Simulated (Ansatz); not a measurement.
Functionals compared on a constructed model of the (100) surface of fcc Rh, a pseudomorphic layer of Cu in the host's stacking (bottom of the slab: a bare face, its two planes held), in Ansatz (plane waves, PAW). The structure was relaxed with PBE; the other rows are single points on it. Cutoff 420 eV (500 eV for r2SCAN).

Set-up: 7 atoms, 11.7 Å thick at the start; mesh 14x14x1; 0.1 eV smearing; dipole correction on; 2 atoms held, the rest relaxed; start symmetry kept, larger cells not searched; no spin, no spin-orbit, no U. It is one candidate, not shown to be the stable structure of the face. These notes are the PBE run's.

```tsv
functional	work function of the top face (eV)	rough cost of the single point
PBE	4.41	–
RPBE	4.24	very roughly 22 core-seconds
r2SCAN	…	about 50 core-seconds (a rough figure)
```

Q: Complete the blanks.

A: 
- r2SCAN, work function of the top face (eV): 4.39

Ansatz is an electronic-structure program.
